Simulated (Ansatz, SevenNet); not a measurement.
Elastic constant C33 (GPa) of solids drawn from the class of silicides and borides, at two levels: the machine-learned potential SevenNet-0 (trained on PBE and PBE+U data), and PBE (Ansatz, a quantum-chemistry and plane-wave program, plane waves, PAW).

```csv
solid,SevenNet-0,PBE
AlB2-type MgB2,201,265
AlB2-type HfB2,357,445
C11b MoSi2,383,491
AlB2-type TiB2,383,452
C11b WSi2,440,529
AlB2-type ZrB2,353,?
```

Estimate the withheld PBE value from the other rows.

One way: carry over the typical ratio. The ratios PBE / SevenNet-0 of the other rows, in order: 1.180, 1.202, 1.246, 1.282, 1.318; median 1.246. AlB2-type ZrB2: 353 × 1.246 = 440 GPa; the run gives 432 GPa. The ratios spread from 1.180 to 1.318, so such an estimate is rough.

Over all 6 rows PBE is the larger in 6.

Ansatz's runs of these crystals have no spin polarisation.

Spin–orbit coupling is left out, also for the solids with elements from indium on (AlB2-type HfB2, C11b WSi2); its size isn't shown.

Each level is taken at its own relaxed cell. Ansatz's density-functional and Hartree–Fock values are scalar-relativistic unless marked +SOC, with PAW data made under PBE.
